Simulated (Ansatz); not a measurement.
How a calculation on MgB2 (P6/mmm, 3 atoms in the cell) responds to its settings

```yaml
crystal:
  lattice:
    - [3.11207, 0.00000, 0.00000]
    - [-1.55604, 2.69513, 0.00000]
    - [0.00000, 0.00000, 3.57756]
  atoms:
    - { symbol: Mg, position: [0.00000, 0.00000, 0.00000] }
    - { symbol: B, position: [0.66667, 0.33333, 0.50000] }
    - { symbol: B, position: [0.33333, 0.66667, 0.50000] }
```

Base run A: PBE (Ansatz, a program for electronic structure), self-consistent single point.

Its settings: kpoints.mp_grid.grid = 8 8 6; hamiltonian.xc = pbe; hamiltonian.pseudopotentials = {kind: paw} (the program's default PAW files); scf.occupations.method = cold; scf.occupations.width = 0.02 Ry.

The starting cell comes from a database of computed structures (which also holds hypothetical and non-ambient phases and stackings), without a prior relaxation at this level. Its lattice was rescaled by a random factor within 2.5 % of one. In the base run, with a pressure of about -5 GPa the cell is away from its equilibrium volume at this level. Ansatz's pressure includes its estimate of the finite-basis (Pulay) stress.

ΔF is the free energy per atom less that of run A. 

| run | scf.mixing.algorithm, scf.mixing.beta | ΔF (meV/atom) | pressure (GPa) | iterations |
|---|---|---|---|---|
| A | default (the program chose MSR1), default | 0.00 | -5.22 | 5 |
| B | broyden, 0.02 | 0.00 | -5.22 | 8 |
| C | broyden, 0.05 | 0.00 | -5.22 | 7 |
| D | broyden, 0.1 | 0.00 | -5.22 | 7 |
| E | broyden, 0.2 | 0.00 | -5.22 | 6 |
| F | broyden, 0.3 | 0.00 | -5.22 | 6 |
| G | broyden, 0.5 | 0.00 | -5.22 | 6 |
| H | broyden, 0.7 | 0.00 | -5.22 | 5 |
| I | broyden, 0.9 | 0.00 | -5.22 | 5 |
| J | broyden, 1 | 0.00 | -5.22 | 5 |

Runs B, C, D, E, F, G, H, I, J ended on the same solution as A (within 1 meV/atom). The fewest iterations to that state were 5 (A, H, I, J); the most were 8.

Keys are those of Ansatz 0.2.
